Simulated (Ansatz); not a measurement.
**SnGe (model structure, started from the h-BN type, P6₃/mmc, No. 194, 4 atoms in the cell): c axis length by level of theory**

No measured value is used here.

```csv
level (code),value (Å)
PBE (Ansatz),5.758
PBEsol (Ansatz),…
PBE-D3(BJ) (Ansatz),5.705
```

Task: Complete the blanks.

Result: 
- PBEsol (Ansatz, a program for electronic structure), value (Å): 5.664

Ansatz's density-functional and Hartree–Fock values are scalar-relativistic unless marked +SOC, with PAW data made under PBE.

A model structure was made by putting elements into a prototype or built by hand; it is no filed structure, need not be a known phase, and can be a saddle point held by its symmetry.
